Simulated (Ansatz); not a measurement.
# HfO2, pressure series

Start from HfO₂ (space group Pca2_1, No. 29).

```cif
data_Hf4O8
_chemical_formula_sum 'Hf4 O8'
_space_group_name_H-M_alt 'Pca21'
_space_group_IT_number 29
_space_group_name_Hall 'P 2c -2ac'
_cell_length_a 5.29405
_cell_length_b 5.06905
_cell_length_c 5.10139
_cell_angle_alpha 90.000
_cell_angle_beta 90.000
_cell_angle_gamma 90.000
loop_
_atom_site_label
_atom_site_type_symbol
_atom_site_symmetry_multiplicity
_atom_site_Wyckoff_symbol
_atom_site_fract_x
_atom_site_fract_y
_atom_site_fract_z
_atom_site_occupancy
Hf1 Hf 4 a 0.03260 0.26630 0.24968 1
O1 O 4 a 0.36539 0.06759 0.10648 1
O2 O 4 a 0.27081 0.53721 0.49984 1
```

Cell and atoms are relaxed at each pressure.

Computed with PBE (Ansatz, a quantum-chemistry and plane-wave program), scalar-relativistic without spin-orbit coupling.

```
pressure (GPa)  volume per atom (Å³/atom)
--------------  -------------------------
-2                                 11.531
-1                                 11.468
0                                  11.408
1.8                                     ?
4.2                                11.181
30                                 10.080
```

Q: Fit the third-order Birch–Murnaghan form P(V) = (3B₀/2)[(V₀/V)^(7/3) − (V₀/V)^(5/3)]·[1 + (3/4)(B₀′ − 4)((V₀/V)^(2/3) − 1)] (squares taken in P) to the rows shown and predict the withheld row.

A: Least squares on the printed values gives V₀ = 11.411 Å³/atom, B₀ = 199 GPa, B₀′ = 3.2; this predicts 11.309 Å³/atom, and the run gives 11.307 Å³/atom, 0.002 lower.

Load acts through the strain it causes; cell and atoms are relaxed under it. Stability against distortions was not tested. No other phases were tried under pressure. This is not the structure that HfO2 has at room temperature and ambient pressure.
